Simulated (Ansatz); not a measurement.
The starting structures come from a database of crystals and need not be the phases stable at ambient conditions.

Tunnelling through a barrier is set by its complex band structure: the current falls as exp(−2κd) with the smallest κ.

Consider the following.

```
Tl3VSe4
1.0
    7.71461     0.00000     0.00000
    0.00000     7.71461     0.00000
    3.85730    -3.85730     3.85730
V Tl Se
1 3 4
Direct
  0.00000   0.00000   0.00000
  0.50000   0.50000   0.00000
  0.00000   0.50000   0.00000
  0.50000   0.00000   0.00000
  0.34276   0.65724   0.65724
  0.65724   0.00000   0.34276
  0.00000   0.00000   0.65724
  0.00000   0.34276   0.34276
```

The cell was relaxed by PBE-D3(BJ); by r2SCAN it stands under a pressure of 0.8 GPa.

Transport runs along the normal of the first two printed cell vectors, the (001) plane of the conventional cell.

The gap is the functional's own, uncorrected, and κ follows it; spin-orbit coupling is left out. Mid-gap means the computed energy nearest the middle.

Estimate the band gap and the smallest decay constant κ at mid-gap that Ansatz (a quantum-chemistry and plane-wave program) with r2SCAN returns for this system.

Gap 1.72 eV on a 8×8×8 mesh; κ = 0.280 1/Å, at (0.500, 0.000) of the in-plane reciprocal vectors. At the zone centre the slowest state has κ = 0.28 1/Å.
